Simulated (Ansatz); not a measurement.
Bi2SO2 (Pnnm, No. 58, 10 atoms in the cell; start mp-27891) was calculated with G0W0@PBEsol (Ansatz, a program for electronic structure, plane waves, hard PAW, contour deformation).

The cell is the one relaxed with PBEsol. Conventional cell: a = 3.8383 Å, b = 11.8893 Å, c = 3.8220 Å, α = 90.00°, β = 90.00°, γ = 90.00°.

One run with a 6×2×6 mesh, response cutoff 70 eV and 426 empty bands, not extrapolated in mesh or basis; no spin–orbit coupling.

Highest filled and lowest empty level by k point (fractions of the reciprocal vectors of the cell (3.838 0.000 -0.000) (0.000 11.889 0.000) (-0.000 0.000 3.822) Å; eV from the valence maximum of each method):

```csv
k,PBEsol filled,PBEsol empty,QP filled,QP empty
0 0 0,-0.36,0.77,-0.53,1.14
0 0 -0.5,-0.05,2.80,-0.05,3.31
0 -0.5 0,-0.66,1.30,-0.86,1.78
0 -0.5 0.333,-0.28,3.15,…,…
0.333 0 0,-0.16,3.10,-0.17,3.68
0.333 -0.5 0.167,-0.20,2.73,-0.30,3.24
-0.5 0 0,0.00,2.79,…,…
-0.5 0 -0.5,-0.82,1.27,-1.09,1.62
```

Question: Estimate the withheld levels to about 0.1 eV.

Answer: 
- 0 -0.5 0.333, QP filled: -0.32
- 0 -0.5 0.333, QP empty: 3.76
- -0.5 0 0, QP filled: 0.00
- -0.5 0 0, QP empty: 3.30

Note: filled d or f shells below the valence bands can shift G0W0 gaps through exchange with them, which wasn't tested here.

A start named mp-… is a Materials Project structure, which need not be a measured phase.
